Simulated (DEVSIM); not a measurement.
Structure: abrupt Ge p-n junction, at 300 K.

Layer 1 from the left is Ge, thickness (μm) 1.90, Na (cm⁻³) 8.5e17, τn (s) 2.9e-6, τp (s) 2.9e-6. Layer 2 from the left is Ge, thickness (μm) 0.360, Nd (cm⁻³) 4.3e14, τn (s) 2.9e-6, τp (s) 2.9e-6.

Left contact: ohmic. Right contact: ohmic. Voltage is applied to the left contact. Recombination: SRH at mid-gap, radiative. Mobility is μmin + (μ − μmin)/(1 + (N/Nref)^α).

The device is made up for the run: typed textbook-type constants, with dimensions and the other settings drawn at random. Values at 300 K.

Ge: gap (eV) 0.664, affinity (eV) 4, permittivity 16, Nc (cm⁻³) 1.04e19, Nv (cm⁻³) 6e18, μn (cm²/Vs) 3900, μp (cm²/Vs) 1900, μn,min 150, μp,min 100, Nref,n 2.6e17, Nref,p 4e17, αn 0.56, αp 0.6, B (cm³/s) 6.4e-14.

Simulated with DEVSIM: 1D drift-diffusion, Boltzmann statistics, complete ionisation; no tunnelling, impact ionisation, image-force lowering or self-heating.

Question: What does the simulation give for the largest field in the device at zero bias, the potential step across the device at zero bias, the dark forward voltage at 100 A/cm²?

Answer: largest field in the device at zero bias 43000 V/cm; potential step across the device at zero bias 0.353 V; dark forward voltage at 100 A/cm² 0.124 V.
